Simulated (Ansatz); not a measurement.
Given:

End structure of the 1x1 (111) surface of fcc Ir:

```xyz
16
Lattice="5.4744 0.0000 0.0000 -2.7372 4.7410 0.0000 0.0000 0.0000 26.0000" Properties=species:S:1:pos:R:3 pbc="T T T"
Ir     0.0000     1.5803     9.7031
Ir    -1.3686     3.9508     9.7031
Ir     2.7372     1.5803     9.7031
Ir     1.3686     3.9508     9.7031
Ir     1.3686     0.7902    11.8962
Ir     0.0000     3.1606    11.8962
Ir     4.1058     0.7902    11.8962
Ir     2.7372     3.1606    11.8962
Ir     0.0000     0.0000    14.1038
Ir    -1.3686     2.3705    14.1038
Ir     2.7372     0.0000    14.1038
Ir     1.3686     2.3705    14.1038
Ir     0.0000     1.5803    16.2969
Ir    -1.3686     3.9508    16.2969
Ir     2.7372     1.5803    16.2969
Ir     1.3686     3.9508    16.2969
```

Model: 16-atom slab, 6.6 Å thick at the start (thin: gaps and levels are the slab's own), 6x6x1 mesh, Fermi-Dirac 0.1 eV, dipole correction, 8 atoms held, the rest relaxed; start symmetry kept, larger cells not searched; no spin, no spin-orbit, no U.

Q: Estimate the work function of the top face that PBE run with Ansatz (a quantum-chemistry and plane-wave program) returns for this input.

A: 5.49 eV
